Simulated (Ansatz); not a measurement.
Cell and atoms of amorphous Ga$_{24}$O$_{37}$K$_{2}$:

```xyz
63
Lattice="9.1763 0.0609 0.3180 0.0609 9.4600 0.0888 0.3180 0.0888 9.7042" Properties=species:S:1:pos:R:3 pbc="T T T"
Ga     1.1976     2.4351     0.9248
Ga     6.9392     1.5264     8.8587
Ga     1.3256     7.4542     7.5410
Ga     3.3116     5.9755     4.9806
Ga     3.7114     2.1975     8.1770
Ga     8.5468     4.4040     9.2288
Ga     2.2250     8.1669     3.6486
Ga     5.7710     4.0396     4.2614
Ga     1.1128     1.3089     7.2263
Ga     5.5295     7.7994     3.9599
Ga     7.2599     7.2243     8.4349
Ga     2.4351     5.0368     7.9861
Ga     2.7201     2.4543     4.8718
Ga     3.4910     0.6567     2.1587
Ga     5.9923     8.7717     1.1370
Ga     3.5294     3.7603     2.1579
Ga     5.8730     4.4992     7.5553
Ga     0.9964     4.8935     3.7509
Ga     6.1689     5.6026     1.5821
Ga     3.2819     6.9758     0.7300
Ga     0.3221     0.9089     3.6919
Ga     7.9333     2.3969     5.8845
Ga     8.3258     7.2886     5.3175
Ga     7.5883     2.3414     2.1683
O      5.1349     9.3703     2.7431
O      1.6283     9.1328     8.0283
O      6.0586     6.2814     7.4371
O      2.2572     4.2790     5.0777
O      7.4681     8.8469     9.3043
O      8.3084     1.5576     7.5299
O      2.6675     6.4410     6.7068
O      7.7240     1.8493     4.0712
O      2.2121     6.4625     9.3044
O      0.4569     8.5134     4.2015
O      5.2246     1.2421     8.2744
O      6.4461     3.5407     5.9413
O      5.0845     5.7273     4.4950
O      6.5640     4.0205     2.5720
O      4.2574     2.9856     3.7357
O      3.7559     7.9269     4.6901
O      2.3570     0.9330     3.6604
O      8.7136     3.3927     1.0278
O      4.0393     4.0668     7.9378
O      6.9361     3.5479     8.7464
O      2.1831     6.2964     3.4162
O      1.9063     2.2845     8.7800
O      6.5973     1.2731     1.0203
O      3.2535     2.1698     1.0931
O      7.7173     5.9837     9.8693
O      6.4997     7.2519     2.3725
O      0.6821     4.6310     7.7066
O      2.9668     1.6299     6.5038
O      6.7769     8.2290     5.2181
O      1.6464     3.7773     2.3489
O      4.2543     5.3037     1.3723
O      0.6473     2.0096     5.2911
O      5.0880     7.8635     9.7984
O      8.7744     7.2950     7.1975
O      0.1832     1.1250     1.8313
O      2.5725     8.4778     1.7908
O      8.5595     5.6148     4.5408
K      9.1723     8.0776     1.3259
K      4.5593     8.5727     7.1185
```

The numbers are results of PBE, scalar-relativistic without spin-orbit coupling (plane waves to 420 eV, PAW; Ansatz, a quantum-chemistry and plane-wave program), not measurements.

The cell was made by melting and quenching with the CHGNet potential and then relaxed with DFT. O atoms were pushed apart under 1.9 Å during the dynamics, to hinder bonds among them. The hot cell started wider than the set density and was brought back towards it in steps. It is the lowest in DFT energy of 2 quenches. It is a model cell: composition and starting density were chosen by hand, and all elements were melted together. No dispersion term was used. Its density started from a set value of 4.79 and ended at 4.63 g/cm³. The quench (nominally 330 K/ps over its main leg) was far faster than any real one, so the model tends to hold more defects than a real film. A cell of this size samples the disorder only roughly. Volume and shape were free in the relaxation.

Cut-offs for bonds: Ga-Ga 2.68 Å, Ga-O 2.38 Å, Ga-K 3.58 Å, O-O 1.58 Å, O-K 3.23 Å, K-K 4.47 Å. Two cations that share two anions don't count as bonded, nor two that share one unless they lie closer than Ga-Ga 2.61 Å, Ga-K 3.48 Å, K-K 4.34 Å.

Problem. Give the coordination numbers, mean bond lengths and angles.

Solution. 
```yaml
Mean coordination of Ga by anions: 4.42 (14 with 4, 10 with 5); 2 close contacts or bonds to cations besides
Mean coordination of O: 3.27 (2 with 2, 23 with 3, 12 with 4)
Mean coordination of K by anions: 7.50 (1 with 7, 1 with 8); 2 close contacts or bonds to cations besides
Mean Ga-O bond: 1.928 Å (spread 0.093 Å, 106 counted)
Mean O-K bond: 2.867 Å (spread 0.167 Å, 15 counted)
Mean Ga-K close contact: 3.376 Å (spread 0.083 Å, 2 counted)
Bond angle at Ga: mean 106.8°, spread 21.6°
Bond angle at O: mean 112.8°, spread 17.4°
Bond angle at K: mean 98.9°, spread 34.0°
```

Problem. List the pairs of like atoms that count as bonded by the rules above.

Solution. There are none by these rules.
